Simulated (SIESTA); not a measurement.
**Convergence study of shifted k-point meshes for SnO (P4mm, 4 atoms in the cell)**

```yaml
crystal:
  lattice:
    - [3.78100, 0.00000, 0.00000]
    - [0.00000, 3.78100, 0.00000]
    - [0.00000, 0.00000, 4.81580]
  atoms:
    - { symbol: Sn, position: [0.50000, 0.00000, 0.77238] }
    - { symbol: Sn, position: [0.00000, 0.50000, 0.23800] }
    - { symbol: O, position: [0.50000, 0.50000, 0.00000] }
    - { symbol: O, position: [0.00000, 0.00000, 0.00000] }
```

Method: GGA PBEsol, numerical atomic orbitals DZP, PseudoDojo PBEsol standard norm-conserving potentials (rewritten from UPF to PSML) (SIESTA 5.4.2).

Base settings: XC.functional = GGA; XC.authors = PBEsol; potentials = PseudoDojo PBEsol standard; PAO.BasisSize = DZP; PAO.EnergyShift = 0.01 Ry; MeshCutoff = 400 Ry; kgrid.MonkhorstPack = 3 3 3; OccupationFunction = FD; ElectronicTemperature = 20 meV; MaxSCFIterations = 150.

Only quantities that move along the ladder and can be compared are tabulated.

Core times come from one kind of shared machine, to one figure; runs under 30 s give none.

The starting cell has typed, rounded lattice constants, without a prior relaxation at this level. Its lattice was rescaled by up to half a per cent. One atom was moved a little off its site on purpose. Values carry the incompleteness of an atom-centred basis. In the base run, with a pressure of about 5 GPa the cell is away from its equilibrium volume at this level. In the base run, forces exceed 1 eV/Å.

```csv
kgrid.MonkhorstPack,free energy less the last step's (meV/atom),pressure (GPa),largest difference of a force vector from the last step's (eV/Å),core time / last (rough)
2 2 1 shifted by 0.5 0.5 0.5,86.22,7.56,0.049,0.08
2 2 2 shifted by 0.5 0.5 0.5,44.08,6.34,0.196,–
3 3 2 shifted by 0.5 0.5 0.5,6.06,5.76,0.041,–
3 3 3 shifted by 0.5 0.5 0.5,9.41,5.85,0.115,–
4 4 3 shifted by 0.5 0.5 0.5,-1.06,5.34,0.014,–
5 5 4 shifted by 0.5 0.5 0.5,-0.36,5.32,0.002,0.1
6 6 5 shifted by 0.5 0.5 0.5,0.02,5.34,0.002,0.1
7 7 6 shifted by 0.5 0.5 0.5,0.07,5.34,0.001,0.1
8 8 6 shifted by 0.5 0.5 0.5,0.00,5.34,0.001,0.1
8 8 7 shifted by 0.5 0.5 0.5,0.00,5.34,0.001,0.1
9 9 7 shifted by 0.5 0.5 0.5,0.00,5.34,0.000,0.1
10 10 8 shifted by 0.5 0.5 0.5,0.00,5.34,0.001,0.2
11 11 9 shifted by 0.5 0.5 0.5,0.00,5.34,0.000,0.1
13 13 10 shifted by 0.5 0.5 0.5,0.00,5.34,0.000,0.4
14 14 11 shifted by 0.5 0.5 0.5,0.00,5.34,0.000,0.3
15 15 12 shifted by 0.5 0.5 0.5,0.00,5.34,0.000,0.3
17 17 13 shifted by 0.5 0.5 0.5,0.00,5.34,0.000,0.6
19 19 15 shifted by 0.5 0.5 0.5,0.00,5.34,0.000,1
```

Coarsest kgrid.MonkhorstPack that holds the free energy within 5 meV/atom of the last step, with all finer ones: 4 4 3 shifted by 0.5 0.5 0.5; the step before is off by 9.4 meV/atom.

Coarsest kgrid.MonkhorstPack that holds the forces within 0.005 eV/Å of the last step, with all finer ones: 5 5 4 shifted by 0.5 0.5 0.5, at about 0.1 of the last step's time; the step before is off by 0.014 eV/Å.

Coarsest kgrid.MonkhorstPack that holds the pressure within 0.1 GPa of the last step, with all finer ones: 4 4 3 shifted by 0.5 0.5 0.5; the step before is off by 0.52 GPa.
